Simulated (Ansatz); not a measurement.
Reference: Li2Se (Fm-3m), r2SCAN, rigid bands (plane waves, PAW, scalar-relativistic; Ansatz, an electronic-structure program); geometry: cell and atoms relaxed with PBEsol.

```cif
data_Li2Se
_chemical_formula_sum 'Li2 Se1'
_space_group_name_H-M_alt 'P 1'
_space_group_IT_number 1
_cell_length_a 4.20394
_cell_length_b 4.20394
_cell_length_c 4.20394
_cell_angle_alpha 60.000
_cell_angle_beta 60.000
_cell_angle_gamma 60.000
loop_
_space_group_symop_operation_xyz
  'x, y, z'
loop_
_atom_site_label
_atom_site_type_symbol
_atom_site_fract_x
_atom_site_fract_y
_atom_site_fract_z
_atom_site_occupancy
Li1 Li 0.75000 0.75000 0.75000 1
Li2 Li 0.25000 0.25000 0.25000 1
Se1 Se 0.00000 0.00000 0.00000 1
```

The band gap comes out as 3.46 eV and the electron conductivity mass is 0.38 mₑ. The Seebeck coefficient, n-type 1e19 cm⁻³ is -271 μV/K.

Q: Replace Se by S on the same sites and relax. What happens?

A: Li2S (Fm-3m): volume per atom 17.5 to 15.1 Å³; band gap rises (3.46 eV to 3.86 eV); electron conductivity mass rises (0.38 mₑ to 0.40 mₑ); Seebeck coefficient, n-type 1e19 cm⁻³ stays about the same (-271 μV/K to -278 μV/K).

Moves up to 5 % count as about the same. Masses are for dilute carriers at 300 K, harmonic means over directions unless an axis is named. Seebeck coefficients are for the stated density at 300 K, with one relaxation time for all states and whether or not that doping can be reached. Spin-orbit coupling is left out.

Formula and space group known from diffraction (Crystallography Open Database), not checked to be the room-temperature form: Li2S (Fm-3m), Li2Se (Fm-3m).
